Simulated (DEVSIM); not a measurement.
Device: Cr/SiO2/n-Si capacitor, at 250 K.

| layer (left to right) | material | thickness (nm) | Nd (cm⁻³) |
|---|---|---|---|
| 1 | SiO2 | 1.90 | - |
| 2 | Si | 420 | 9.5e17 |

Metal gate on the left, work function 4.5 eV. Fixed charge at the semiconductor interface 2.7e10 cm⁻² (in units of +e); no interface traps.

The device is made up for the run: typed textbook-type constants, with dimensions and the other settings drawn at random. Values at 300 K; Nc and Nv go as T^1.5, mobilities as T to minus their exponent, the gap by Varshni's rule with the affinity fixed.

| parameter | SiO2 | Si |
|---|---|---|
| gap (eV) | 9 | 1.124 |
| affinity (eV) | 0.9 | 4.05 |
| permittivity | 3.9 | 11.7 |
| Nc (cm⁻³) | - | 2.86e19 |
| Nv (cm⁻³) | - | 3.1e19 |
| Varshni α (eV/K) | - | 0.000473 |
| Varshni β (K) | - | 636 |

DEVSIM, 1D Poisson equation in equilibrium, Boltzmann statistics, complete ionisation; no quantum confinement or tunnelling. Metal contacts follow the ideal Schottky-Mott rule: no Fermi-level pinning, no interface dipoles.

Question: Tabulate band edges, carrier densities and field at -0.4 V on the gate.

Answer: Energies count from the Fermi level of the right contact; mesh points crowd at the junctions.

```json
[
 {"x (μm)": "0.000", "Ec (eV)": "4.000", "Ev (eV)": "-5.000", "n (cm⁻³)": "< 1e2", "p (cm⁻³)": "< 1e2", "field (V/cm)": "-1200000"},
 {"x (μm)": "0.0005982", "Ec (eV)": "3.928", "Ev (eV)": "-5.072", "n (cm⁻³)": "< 1e2", "p (cm⁻³)": "< 1e2", "field (V/cm)": "-1200000"},
 {"x (μm)": "0.001111", "Ec (eV)": "3.866", "Ev (eV)": "-5.133", "n (cm⁻³)": "< 1e2", "p (cm⁻³)": "< 1e2", "field (V/cm)": "-1200000"},
 {"x (μm)": "0.001642", "Ec (eV)": "3.803", "Ev (eV)": "-5.197", "n (cm⁻³)": "< 1e2", "p (cm⁻³)": "< 1e2", "field (V/cm)": "-1200000"},
 {"x (μm)": "0.002668", "Ec (eV)": "0.593", "Ev (eV)": "-0.543", "n (cm⁻³)": "2.4e7", "p (cm⁻³)": "2.6e8", "field (V/cm)": "-380000"},
 {"x (μm)": "0.003941", "Ec (eV)": "0.545", "Ev (eV)": "-0.591", "n (cm⁻³)": "2.2e8", "p (cm⁻³)": "2.9e7", "field (V/cm)": "-370000"},
 {"x (μm)": "0.006234", "Ec (eV)": "0.465", "Ev (eV)": "-0.671", "n (cm⁻³)": "9.2e9", "p (cm⁻³)": "690000", "field (V/cm)": "-330000"},
 {"x (μm)": "0.01190", "Ec (eV)": "0.300", "Ev (eV)": "-0.836", "n (cm⁻³)": "1.9e13", "p (cm⁻³)": "330", "field (V/cm)": "-250000"},
 {"x (μm)": "0.01988", "Ec (eV)": "0.148", "Ev (eV)": "-0.988", "n (cm⁻³)": "2.3e16", "p (cm⁻³)": "< 1e2", "field (V/cm)": "-130000"},
 {"x (μm)": "0.03357", "Ec (eV)": "0.071", "Ev (eV)": "-1.065", "n (cm⁻³)": "7.9e17", "p (cm⁻³)": "< 1e2", "field (V/cm)": "-10000"},
 {"x (μm)": "0.05705", "Ec (eV)": "0.067", "Ev (eV)": "-1.069", "n (cm⁻³)": "9.5e17", "p (cm⁻³)": "< 1e2", "field (V/cm)": "-25"},
 {"x (μm)": "0.1150", "Ec (eV)": "0.067", "Ev (eV)": "-1.069", "n (cm⁻³)": "9.5e17", "p (cm⁻³)": "< 1e2", "field (V/cm)": "≈ 0"},
 {"x (μm)": "0.1968", "Ec (eV)": "0.067", "Ev (eV)": "-1.069", "n (cm⁻³)": "9.5e17", "p (cm⁻³)": "< 1e2", "field (V/cm)": "≈ 0"},
 {"x (μm)": "0.2868", "Ec (eV)": "0.067", "Ev (eV)": "-1.069", "n (cm⁻³)": "9.5e17", "p (cm⁻³)": "< 1e2", "field (V/cm)": "≈ 0"},
 {"x (μm)": "0.3559", "Ec (eV)": "0.067", "Ev (eV)": "-1.069", "n (cm⁻³)": "9.5e17", "p (cm⁻³)": "< 1e2", "field (V/cm)": "≈ 0"},
 {"x (μm)": "0.3826", "Ec (eV)": "0.067", "Ev (eV)": "-1.069", "n (cm⁻³)": "9.5e17", "p (cm⁻³)": "< 1e2", "field (V/cm)": "≈ 0"},
 {"x (μm)": "0.3995", "Ec (eV)": "0.067", "Ev (eV)": "-1.069", "n (cm⁻³)": "9.5e17", "p (cm⁻³)": "< 1e2", "field (V/cm)": "≈ 0"},
 {"x (μm)": "0.4093", "Ec (eV)": "0.067", "Ev (eV)": "-1.069", "n (cm⁻³)": "9.5e17", "p (cm⁻³)": "< 1e2", "field (V/cm)": "≈ 0"},
 {"x (μm)": "0.4163", "Ec (eV)": "0.067", "Ev (eV)": "-1.069", "n (cm⁻³)": "9.5e17", "p (cm⁻³)": "< 1e2", "field (V/cm)": "≈ 0"},
 {"x (μm)": "0.4191", "Ec (eV)": "0.067", "Ev (eV)": "-1.069", "n (cm⁻³)": "9.5e17", "p (cm⁻³)": "< 1e2", "field (V/cm)": "≈ 0"},
 {"x (μm)": "0.4208", "Ec (eV)": "0.067", "Ev (eV)": "-1.069", "n (cm⁻³)": "9.5e17", "p (cm⁻³)": "< 1e2", "field (V/cm)": "≈ 0"},
 {"x (μm)": "0.4219", "Ec (eV)": "0.067", "Ev (eV)": "-1.069", "n (cm⁻³)": "9.5e17", "p (cm⁻³)": "< 1e2", "field (V/cm)": "≈ 0"}
]
```
